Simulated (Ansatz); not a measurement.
Base system: Zr in the hcp (Mg type) structure (space group P6_3/mmc, No. 194; a = 3.2443 Å, c = 5.1580 Å; relaxed with 0.1 eV smearing).

The values are results of plane-wave PAW DFT at the r2SCAN level (Ansatz, a quantum-chemistry and plane-wave program, 500 eV), no spin-orbit coupling, not measurements.

Strains are applied to the cell and any free atomic positions relax.

One change was made to it. Results:

The energy increases by 53 meV/atom; the pressure (mean of the normal stresses, compression positive) goes from zero to -7.3 GPa; the band gap is still zero.

### Question
Which change produced these results?
(A) isotropic strain +3.00 %
(B) isotropic strain +2.50 %
(C) isotropic strain +1.50 %
(D) isotropic strain +1.00 %
(E) isotropic strain +2.00 %

### Answer
A, isotropic strain +3.00 %. For comparison, the energy relative to the base in the other runs: isotropic strain +2.00 % gives +24 meV/atom; isotropic strain +1.00 % gives +6.1 meV/atom; isotropic strain +2.50 % gives +37 meV/atom; isotropic strain +1.50 % gives +14 meV/atom.

Whether these cells are dynamically stable was not tested. All final runs are without spin polarisation.
